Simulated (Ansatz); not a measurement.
## Fermi-surface data of IrO$_{2}$ under load (space group P4_2/mnm)

Data:

```xyz
6
Lattice="4.4411 0.0000 0.0000 0.0000 4.4411 0.0000 0.0000 0.0000 3.1450" Properties=species:S:1:pos:R:3 pbc="T T T"
Ir     2.2205     2.2205     1.5725
Ir     0.0000     0.0000     0.0000
O      3.0688     3.0688     0.0000
O      1.3722     1.3722     0.0000
O      3.5928     0.8483     1.5725
O      0.8483     3.5928     1.5725
```

Calculation: PBEsol, rigid bands (plane waves, PAW, scalar-relativistic; Ansatz, a program for electronic structure). Condition of this run: hydrostatic pressure 5 GPa (the target of the relaxation). Geometry: cell and atoms relaxed with PBEsol, then loaded as said.

- density of states at the Fermi level = 2.72 states/(eV·cell), both spins
- bare Sommerfeld coefficient = 1.07 mJ/(mol of atoms·K²)
- Drude plasma energy = 4.3 (x), 4.3 (y), 3.3 (z) eV
- root-mean-square Fermi velocity = 3.7e5 m/s
- resistivity times τ = 26 (x), 26 (y), 45 (z) ×10⁻²² Ω·m·s

A metal at this level (no band gap); rigid bands, thermally averaged at 300 K, both spins. Spin-orbit coupling is left out, which matters with elements this heavy. τ is one relaxation time for all states.
